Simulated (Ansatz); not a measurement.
# Habitual settings against a tight run: Al3Cr (I4/mmm, 4 atoms in the cell)

Self-consistent single point.

```yaml
crystal:
  lattice:
    - [-1.92373, 1.92373, 4.07291]
    - [1.92373, -1.92373, 4.07291]
    - [1.92373, 1.92373, -4.07291]
  atoms:
    - { symbol: Al, position: [0.75000, 0.25000, 0.50000] }
    - { symbol: Al, position: [0.25000, 0.75000, 0.50000] }
    - { symbol: Al, position: [0.50000, 0.50000, 0.00000] }
    - { symbol: Cr, position: [0.00000, 0.00000, 0.00000], spin: 3.0 }
```
(The spins are starting values, not results.)

Level of theory: PBEsol, default PAW files made with PBE (plane waves; Ansatz, a quantum-chemistry and plane-wave program).

Base settings: basis.ecutwfc = 420 eV; kpoints.mp_grid.grid = 8 8 8; hamiltonian.xc = pbesol; hamiltonian.pseudopotentials = {kind: paw} (the program's default PAW files); magnetization.spin_polarized = true; scf.occupations.method = cold; scf.occupations.width = 0.1 eV.

Tight run (finer mesh or higher cutoff; not a proven limit): basis.ecutwfc: 420 eV → 590 eV; kpoints.mp_grid.grid: 8 8 8 → 11 11 11; scf.convergence.dr2_threshold: default (1e-07 eV) → 1e-09 eV. It gave Fermi level (on the code's own zero) 9.95 eV; pressure -7.32 GPa; size of the cell's spin moment 1.41 μB.

Quick runs, as changes from the base:
- A: the base itself
- B: basis.ecutwfc: 420 eV → 335 eV; kpoints.mp_grid.grid: 8 8 8 → 6 6 6
- C: basis.ecutwfc: 420 eV → 210 eV; kpoints.mp_grid.grid: 8 8 8 → 2 2 2; scf.occupations.method: cold → methfessel_paxton; scf.occupations.width: 0.1 eV → 0.136 eV

Energies are extrapolated to zero smearing width, which holds to low order in the width alone.

The count of work is k-points × plane waves × bands × iterations; it is no time. 

Pressures in the table are Ansatz's without its Pulay estimate, at a fixed set of plane waves; the tight run's value above holds the estimate.

The starting cell comes from a database of computed structures (which also holds hypothetical and non-ambient phases and stackings), without a prior relaxation at this level. Its lattice was rescaled by a random factor within 2.5 % of one. With one magnetic atom in the cell only a parallel order is possible. In the base run, with a pressure of about -7 GPa the cell is away from its equilibrium volume at this level.

```tsv
run	energy less tight (meV/atom)	pressure less tight (GPa)	count of work / tight
A	0.9	-0.20	0.28
B	21.5	-2.41	0.10
C	1804.8	-75.85	0.0076
```

Among the runs at the tight run's level, the energy misses run from 0.9 to 1804.8 meV/atom.

Left out of this page: 3 runs of the series outside the window shown, repeating another row's setting, or not comparable.

Keys are those of Ansatz 0.2.
